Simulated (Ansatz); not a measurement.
# MoS2, pressure series

Start from MoS2 in the 3R-MoS2 type structure (space group R3m, No. 160; a = 3.1532 Å, c = 17.9937 Å (hexagonal axes); layered, stacked along the Cartesian z axis).

Cell and atoms are relaxed at each pressure.

Method: plane-wave PAW DFT at the PBE-D3(BJ) level (Ansatz, a quantum-chemistry and plane-wave program, 420 eV), spin-orbit coupling left out, earlier PAW set.

```tsv
change	band gap	lattice parameter a
base	0.77 eV	3.153 Å
pressure −2 GPa	1.06 eV	3.171 Å
pressure −1 GPa	0.88 eV	3.162 Å
pressure 3 GPa	0.55 eV	3.130 Å
pressure 7 GPa	0.36 eV	3.104 Å
pressure 15 GPa	0.07 eV	___
pressure 30 GPa	zero	2.985 Å
pressure 50 GPa	zero	2.908 Å
pressure 75 GPa	zero	2.828 Å
pressure 100 GPa	zero	2.762 Å
```

### Question
Some entries are withheld; estimate them.

### Answer

- pressure 15 GPa, lattice parameter a: 3.057 Å

A case with no gap was solved on a k-mesh chosen for an insulator, which is coarse for it. Load acts through the strain it causes; cell and atoms are relaxed under it. No phonon test of stability was made. Competing high-pressure phases were not computed. All final runs are without spin polarisation. A zero or small gap of MoS2 under pressure 15 GPa, MoS2 under pressure 30 GPa and MoS2 under pressure 50 GPa can be the functional's error rather than a property of the material.
